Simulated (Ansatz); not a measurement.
The parent structure is Ti in the hcp (Mg type) structure (space group P6_3/mmc, No. 194).

```
CELL_PARAMETERS angstrom
      2.93591     0.00000     0.00000
     -1.46796     2.54258     0.00000
      0.00000     0.00000     4.63642
ATOMIC_POSITIONS crystal
  Ti 0.33333 0.66667 0.75000
  Ti 0.66667 0.33333 0.25000
```

The other end (x = 1) is Hf in the hcp (Mg type) structure (space group P6_3/mmc, No. 194): 22.35 Å³/atom, gap zero.

All numbers come from r2SCAN (Ansatz, a program for electronic structure; PAW; 500 eV plane waves; no SOC).

Hf replaces a fraction x of Ti; each row is one arrangement (x, atoms in the cell, starting space group or random), fully relaxed.

One change was made to it. Results:

| quantity | base | after |
|---|---|---|
| shortest interatomic distance | 2.872 Å | 2.934 Å |
| deviation of the volume from the linear (Vegard-type) interpolation | – | +0.1 % |

Question: Which change produced these results?
A. x(Hf) = 0.75, 8 atoms, Pmmn
B. x(Hf) = 0.25, 8 atoms, Pmm2
C. x(Hf) = 0.5, 8 atoms, P2_1/m

Answer: C, x(Hf) = 0.5, 8 atoms, P2_1/m. For comparison, the shortest interatomic distance in the other runs: x(Hf) = 0.75, 8 atoms, Pmmn gives 3.019 Å; x(Hf) = 0.25, 8 atoms, Pmm2 gives 2.887 Å.

Each cell is one ordered arrangement of few atoms, which overstates ordering effects compared with a random alloy. Stability against distortions was not tested. All final runs are without spin polarisation.
